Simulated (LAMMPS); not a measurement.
Molecular dynamics of a melt made from CdTe (zinc blende), 4096 atoms, at 1080 K and 0 GPa, brought to that temperature within a few picoseconds.

Model: classical MD, pair style sw, file CdTeZnSeHgS0.sw (LAMMPS).

| angle (°) | probability per degree, Te-Cd-Te |
|---|---|
| 49.50 | 0.0000 |
| 52.50 | 0.0003 |
| 55.50 | 0.0009 |
| 58.50 | 0.0012 |
| 61.50 | 0.0017 |
| 64.50 | 0.0021 |
| 67.50 | 0.0024 |
| 70.50 | 0.0036 |
| 73.50 | 0.0038 |
| 76.50 | 0.0053 |
| 79.50 | 0.0064 |
| 82.50 | 0.0079 |
| 85.50 | 0.0095 |
| 88.50 | 0.0114 |
| 91.50 | 0.0136 |
| 94.50 | 0.0162 |
| 97.50 | 0.0178 |
| 100.5 | 0.0207 |
| 103.5 | 0.0227 |
| 106.5 | 0.0245 |
| 109.5 | 0.0251 |
| 112.5 | 0.0225 |
| 115.5 | 0.0219 |
| 118.5 | 0.0184 |
| 121.5 | 0.0157 |
| 124.5 | 0.0119 |
| 127.5 | 0.0092 |
| 130.5 | 0.0073 |
| 133.5 | 0.0056 |
| 136.5 | 0.0042 |
| 139.5 | 0.0034 |
| 142.5 | 0.0029 |
| 145.5 | 0.0026 |
| 148.5 | 0.0020 |
| 151.5 | 0.0016 |
| 154.5 | 0.0014 |
| 157.5 | 0.0013 |
| 160.5 | 0.0012 |
| 163.5 | 0.0008 |
| 166.5 | 0.0008 |
| 169.5 | 0.0008 |
| 172.5 | 0.0004 |
| 175.5 | 0.0003 |
| 178.5 | 0.0001 |

The data show:
- state found: liquid
- most common Te-Cd-Te angle: at the 3° bin centred on 106.5°, after smoothing over three bins (mean of all 107°)

Caution: enthalpy drifts during the constant-pressure average: a transition or slow ageing; fluctuation values are void. Caution: the real compound melts congruently only under the pressure of its own vapour and loses its more volatile element when open. Caution: this liquid lies under the melting point of about 1610 K that CdTeZnSeHgS0.sw gives, so it is undercooled.
